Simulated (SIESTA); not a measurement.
Band structure of NiS₂ (P2_1, 6 atoms in the cell).

```xyz
6
Lattice="4.0777 0.0000 0.0000 0.0000 5.2015 0.0000 -2.0103 0.0000 4.8802" Properties=species:S:1:pos:R:3 pbc="T T T"
Ni     1.5559     4.3359     3.6576
Ni     0.5115     1.7352     1.2226
S      0.2519     4.9414     2.0356
S      1.8155     2.3407     2.8446
S      1.2818     1.1258     4.4778
S      0.7855     3.7265     0.4024
```

Level of theory: SIESTA with GGA PBEsol, numerical atomic orbitals TZP, PseudoDojo PBEsol standard norm-conserving potentials (rewritten from UPF to PSML).

Settings: XC.functional = GGA; XC.authors = PBEsol; potentials = PseudoDojo PBEsol standard; PAO.BasisSize = TZP; PAO.EnergyShift = 0.01 Ry; MeshCutoff = 400 Ry; kgrid.MonkhorstPack = 6 5 5; OccupationFunction = FD; ElectronicTemperature = 0.02 eV; MaxSCFIterations = 150; SCF.Mixer.Method = Pulay; SCF.Mixer.Weight = 0.1; SCF.Mixer.History = 6; SCF.DM.Tolerance = 1.0E-05.

The starting cell comes from a database of computed structures (which also holds hypothetical and non-ambient phases and stackings), without a prior relaxation at this level. Spin polarisation is off, so a magnetic state, if there is one, cannot be reached. Values carry the incompleteness of an atom-centred basis.

Levels in eV from the Fermi level, bands 27 to 32:
```csv
point,27,28,29,30,31,32
Γ,-1.60,-1.47,-0.75,0.03,0.74,1.62
Y,-1.15,-1.15,-0.86,-0.85,1.00,1.00
H,-1.34,-1.16,-0.93,-0.82,0.39,0.65
C,-1.27,-1.06,-0.79,-0.73,0.68,1.44
E,-1.30,-1.30,-0.47,-0.47,0.76,0.76
M1,-1.42,-1.42,-0.83,-0.83,0.48,0.48
A,-1.55,-1.55,-1.16,-1.16,0.13,0.13
X,-1.32,-1.32,-1.03,-1.03,0.26,0.28
H1,-1.34,-1.16,-0.93,-0.82,0.39,0.65
M,-1.42,-1.42,-0.83,-0.83,0.48,0.48
D,-1.66,-1.66,-1.22,-1.22,0.08,0.08
Z,-1.52,-1.52,-0.60,-0.60,0.52,0.52
```

Bands cross the Fermi level along this path, so the cell is metallic at this level.

Higher empty bands are left out: an atom-centred basis made for the valence describes them poorly.
